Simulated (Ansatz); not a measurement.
A self-consistent single point of Hf (Fm-3m, 1 atom in the cell) with Ansatz (a program for electronic structure).

Method of the run: LDA (PW92), default PAW files made with PBE (plane waves; Ansatz).

```
Hf
1.0
    0.00000     2.24644     2.24644
    2.24644     0.00000     2.24644
    2.24644     2.24644     0.00000
Hf
1
Direct
  0.00000   0.00000   0.00000
```

Reference input (self-consistent single point, DFT, LDA (PW92), plane waves, default PAW files made with PBE): basis.ecutwfc = 420 eV; kpoints.mp_grid.grid = 13 13 13; hamiltonian.xc = lda; hamiltonian.pseudopotentials = {kind: paw} (the program's default PAW files); scf.occupations.method = fermi_dirac; scf.occupations.width = 0.1 eV. This run's input differs from it in these lines:

Ansatz 0.2 input:
```diff
@@ -10,3 +10,3 @@
 kpoints:
-  mp_grid: { grid: [13, 13, 13] }
+  mp_grid: { grid: [7, 7, 7] }
 hamiltonian:
@@ -15,3 +15,3 @@
 scf:
-  occupations: { method: fermi_dirac, width: 0.1 }
+  occupations: { method: fermi_dirac, width: 0.05 }
 output:
```

Output, abridged:

```
SCF iter   1: F=—  HF=-15476.733687 eV  |F-HF|=—  |Δ(HF+E_count)|=         —  Δρ=4.07e-3  dr2=1.42e-3  ethr=1.77e-3  ⟨swp⟩=5.3  Hψ=1431  notcnv=0
all-band conjugate gradients solve this SCF's bands
preconditioner: auto → none
SCF iter   2: F=—  HF=-15476.733525 eV  |F-HF|=—  |Δ(HF+E_count)|=   1.62e-4  Δρ=2.46e-3  dr2=5.59e-4  ethr=5.47e-6  ⟨swp⟩=2.0  Hψ=668  notcnv=0
SCF iter   3: F=—  HF=-15476.733577 eV  |F-HF|=—  |Δ(HF+E_count)|=   5.18e-5  Δρ=9.72e-4  dr2=8.63e-5  ethr=2.15e-6  ⟨swp⟩=2.0  Hψ=463  notcnv=0
SCF iter   4: F=—  HF=-15476.733594 eV  |F-HF|=—  |Δ(HF+E_count)|=   1.69e-5  Δρ=4.07e-5  dr2=6.42e-8  ethr=3.32e-7  ⟨swp⟩=2.9  Hψ=601  notcnv=0
iter 5 did not close the SCF: its close was put off for the readings that it lacked (scf_convergence_deferred on its scf_iter line)
SCF iter   5: F=-15476.733593 eV  HF=-15476.733593 eV  |F-HF|=6.31e-8  |Δ(HF+E_count)|=   2.05e-7  Δρ=1.35e-5  dr2=4.98e-8  ethr=2.47e-10  ⟨swp⟩=3.1  Hψ=754  notcnv=0
SCF iter   6: F=-15476.733593 eV  HF=-15476.733593 eV  |F-HF|=9.40e-9  |Δ(HF+E_count)|=   3.60e-8  Δρ=3.35e-6  dr2=8.63e-10  ethr=1.91e-10  ⟨swp⟩=3.0  Hψ=1331  notcnv=0
SCF 1 converged in 6 iterations: F = -15476.733593 eV  dr2 = 8.63e-10
Free energy (F): -15476.733593 eV
Internal energy: -15476.716338 eV  (E = F + TS)
E sigma→0 (E₀):  -15476.724966 eV
Entropy (-TS):   -0.017255 eV (-17.255 meV/atom)
Fermi energy:    19.080183 eV
--- Forces (eV/Å), atoms counted from 1 ---
  atom   1  Hf     0.00000000     0.00000000    -0.00000000
--- Stress (GPa, compression-positive) ---
       -8.612062       0.000000       0.000000
        0.000000      -8.612062       0.000000
       -0.000000       0.000000      -8.612062
  P = ⅓ Tr σ = -8.6121 GPa (-86.121 kbar)
  The stress holds the Pulay correction. Without it, at fixed plane waves, as pw.x and ABINIT print it: P = -8.6431 GPa
```

The run converged in 6 iterations. Against the reference run the free energy goes up by 27.6 meV/atom and the pressure hardly changes (-8.63 to -8.61 GPa).

The starting cell comes from a database of computed structures (which also holds hypothetical and non-ambient phases and stackings), without a prior relaxation at this level. Its lattice was rescaled by up to half a per cent. With a pressure of about -9 GPa the cell is away from its equilibrium volume at this level. Ansatz's pressure includes its estimate of the finite-basis (Pulay) stress.
